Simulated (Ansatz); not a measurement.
The starting structures come from a database of crystals and need not be the phases stable at ambient conditions.

 Where the default PAW files enter, the runs use the earlier of Ansatz's two default sets.

By LDA, the system below comes out a metal.

Data:

```xyz
4
Lattice="5.0625 0.0000 0.0000 2.1767 4.5706 0.0000 1.4429 -2.2853 2.7027" Properties=species:S:1:pos:R:3 pbc="T T T"
Ti     0.0000     0.0000     0.0000
Al     3.6196     2.2853     0.0000
Al     2.5312     0.0000     1.3514
Al     6.1508     2.2853     1.3514
```

Space group of this cell: I4/mmm. The cell is taken as given; by LDA its mean pressure is -3.5 GPa.

The current flows along the normal of the first two printed cell vectors, the (110) plane of the conventional cell. No spin-orbit coupling; the value is a mean over 0.1 eV about the Fermi level.

Q: Predict the ballistic conductance per area from LDA (Ansatz, an electronic-structure program).

A: 0.49 × 10¹⁵ S/m² for both spins.
